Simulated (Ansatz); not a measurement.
GaP under load (space group Imm2), r2SCAN with spin-orbit coupling, rigid bands run with Ansatz (an electronic-structure program). Condition of this run: uniaxial stress along [110] of -2 GPa (compression positive) (the target of the relaxation). Band gap 1.70 eV, N_c = 1.55e19 cm⁻³ and N_v = 1.11e19 cm⁻³ at 300 K, conductivity masses along y (a = (0.02, 2.74, 2.71) Å; b = (2.74, 0.02, 2.71) Å; c = (2.76, 2.76, 0.00) Å) of 0.249 mₑ (electrons) and 0.463 mₑ (holes). Take k_BT = 0.02585 eV.

Problem. A film of it is 2 nm thick, with its normal along the direction named. Estimate the confinement energies in an infinite well.

Solution. ħ²π²/(2m t²) = 0.376 eV·nm²/(m/mₑ × t²) gives 378 meV for electrons and 203 meV for holes, so the gap would widen to about 2.28 eV. Finite barriers and nonparabolic bands lower this, and with several valleys or bands the heaviest mass along the normal sets the lowest level, not this average.

Problem. What built-in voltage has an abrupt junction with N_A = 1e17 and N_D = 1e18 cm⁻³, all dopants ionised?

Solution. V_bi = E_g/e − (k_BT/e) ln(N_c N_v/(N_A N_D)) = 1.70 − 0.02585 × 7.45 = 1.51 V, for the computed gap.

Problem. Find the intrinsic carrier density and the intrinsic Fermi level.

Solution. n_i = √(N_c N_v) exp(−E_g/2k_BT) = 1.31e19 × exp(−32.88) = 6.9e4 cm⁻³. The level lies (k_BT/2) ln(N_v/N_c) = -4 meV from mid-gap (positive towards the conduction band). Each 0.1 eV added to the gap lowers n_i by a factor of 6.9.

Rigid bands with the computed gap; masses take one relaxation time for all states.
